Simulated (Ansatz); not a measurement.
```
CELL_PARAMETERS angstrom
      3.78287     0.00000     0.00000
      0.00000     3.78287     0.00000
      1.89144    -1.89144     2.61562
ATOMIC_POSITIONS crystal
  Zn 0.00000 0.00000 0.00000
  S  0.25000 0.25000 0.50000
```

No spin polarisation.

The values are results of Ansatz (a first-principles code) LDA, no SOC, not measurements. Settings: 11×11×11 k-points, 0.05 eV Fermi–Dirac smearing.

**Question.** What band gap does the calculation give?

**Answer.** 2.04 eV.

**Question.** Estimate the electron mass.

**Answer.** 0.17 mₑ (at Γ).

**Question.** What mean in-plane stress (compression positive) does the calculation give?

**Answer.** -1.0 GPa.

The cells carry an imposed strain or load. Masses are band curvatures over ±0.01 Å⁻¹ around the edge. No phonon test of stability was made. The cell was made from ZnS in the zinc blende structure (space group F-43m, No. 216) by this change: biaxial strain +1.00 %, plane normal [001], relaxed out of plane.
